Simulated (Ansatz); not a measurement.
Functionals compared on OH on the 1x1 (10-10) surface of wurtzite ZnO (cut with top plane O + Zn), one in a 2x1 cell, started at the site 'top Zn #2', in Ansatz (plane waves, PAW). The structure was relaxed with PBE; the other rows are single points on it, each with its references at the same level. Cutoff 420 eV (500 eV for r2SCAN). The points keep PBE's geometry, so the relaxation of a polaron and the settling of charge on one site are left out. HSE06 used the coarser mesh 3x3x1.

Host crystal: wurtzite ZnO, with a band gap (PBE, scalar-relativistic without spin-orbit coupling).

Set-up: 34 atoms, 9.4 Å thick at the start under the adsorbate (thin: gaps and levels are the slab's own); mesh 3x4x1; 0.01 eV smearing; dipole correction on; 16 atoms held, the rest relaxed; no symmetry held; spin-polarised, ending with about 0.8 μB a cell, a value that depends on the mesh; orders that need a larger cell were not tried, no spin-orbit, no U, no dispersion correction. The slab shows no gap over 0.04 eV on its mesh. It is one chosen start, not shown to be the lowest state of the adsorbate. These notes are the PBE run's. RPBE: The program's check for a lower electronic state was not made. r2SCAN: The program's check for a lower electronic state was not made. HSE06: The program's check for a lower electronic state was not made. Adsorption energies are against H2O(g) − ½ H2(g). A negative adsorption energy means that the adsorbate is more stable on the surface than in its reference.

| functional | adsorption energy (eV) |
|---|---|
| PBE | 1.60 |
| RPBE | 1.64 |
| r2SCAN | [?] |
| HSE06 | 2.23 |

Q: What belongs in the gaps?

A: 
- r2SCAN, adsorption energy (eV): 1.59

Ansatz is an electronic-structure program.
